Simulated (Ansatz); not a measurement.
Base system: WB2 (space group P6_3/mmc, No. 194; a = 3.003 Å, c = 13.924 Å). Axes: x lies along a and z along c of the hexagonal cell.

Method: PBEsol (Ansatz, a quantum-chemistry and plane-wave program, PAW, no spin-orbit coupling).

Modification: the cell is scaled by 0.9822 in all directions; the atoms relax in the strained cell.

### Question
Predict the stress tensor and what it implies for the stiffness.

### Answer
Stress of the strained cell less that of the base (GPa, compression positive):
```
   19.3     0.0     0.0
    0.0    19.3     0.0
    0.0     0.0    22.4
```

Then B = −ΔP/(ΔV/V₀) with ΔV/V₀ = -0.0525 gives secant stiffness values (nonlinear terms included at this strain): B (at held cell shape, above the free-shape value) ≈ 388 GPa.

As a check, the harmonic strain energy −½ V₀ Δσ:ε is 31 meV/atom; the computed energy rise is 29 meV/atom.

No phonon test of stability was made. All final runs are without spin polarisation.
